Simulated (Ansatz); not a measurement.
Functionals compared on the (0001) surface of wurtzite ZnO (in the relaxation 2 Cl–Zn bonds formed; like top atoms buckled by 0.5 Å), Zn-terminated, 2x2 with 2 Cl on 4 top atoms (bottom of the slab: 2 H on 4 bottom sites), in Ansatz (plane waves, PAW). The structure was relaxed with PBE; the other rows are single points on it. Cutoff 420 eV (500 eV for r2SCAN).

Set-up: 44 atoms, 14.5 Å thick at the start with caps and adatoms; mesh 4x4x1; 0.025 eV smearing; dipole correction on; 8 atoms held, the rest relaxed; no symmetry held; no spin, no spin-orbit, no U. It is one candidate, not shown to be the stable structure of the face. These notes are the PBE run's.

| functional | gap of the slab on its k-mesh (eV) | highest filled level below the top vacuum level (eV) | rough cost of the single point |
|---|---|---|---|
| PBE | 0.91 | 7.70 | – |
| r2SCAN | [?] | [?] | roughly 16 core-minutes |

**Question.** Some entries are withheld; supply them.

**Answer.** 
- r2SCAN, gap of the slab on its k-mesh (eV): 1.32
- r2SCAN, highest filled level below the top vacuum level (eV): 8.07

Ansatz is a program for electronic structure.
